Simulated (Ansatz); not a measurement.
Take K2Sn2O3 (space group R-3m, No. 166; a = 6.022 Å, c = 14.089 Å (hexagonal axes)) as the base.

The values are results of PBEsol (Ansatz, a program for electronic structure), scalar-relativistic without spin-orbit coupling, not measurements.

Carriers are added at fixed cell with a uniform background; the Fermi–Dirac width is that of 300 K.

One change was made to it. Results:

```tsv
quantity	base	after
gap between the host's bands	0.98 eV	0.76 eV
Fermi level relative to the doped band's edge (positive inside the band; to 0.05 eV)	–	+1.00 eV
largest internal atomic displacement	–	0.146 Å
gap character	direct at Γ	direct at Γ
```

Task: Which change produced these results?
(A) electrons 1.0×10^22 cm⁻³
(B) holes 1.0×10^22 cm⁻³
(C) electrons 5.0×10^21 cm⁻³

Result: A, electrons 1.0×10^22 cm⁻³. For comparison, the Fermi level from band edge in the other runs: electrons 5.0×10^21 cm⁻³ gives +0.75 eV; holes 1.0×10^22 cm⁻³ gives +1.50 eV.

Carriers are added with a uniform compensating background; total energy and stress of such cells depend on the potential's zero and are not compared; many-body gap narrowing is missing at this level. Gaps are Kohn–Sham eigenvalue differences; semilocal functionals usually give less than the measured gap. No phonon test of stability was made.
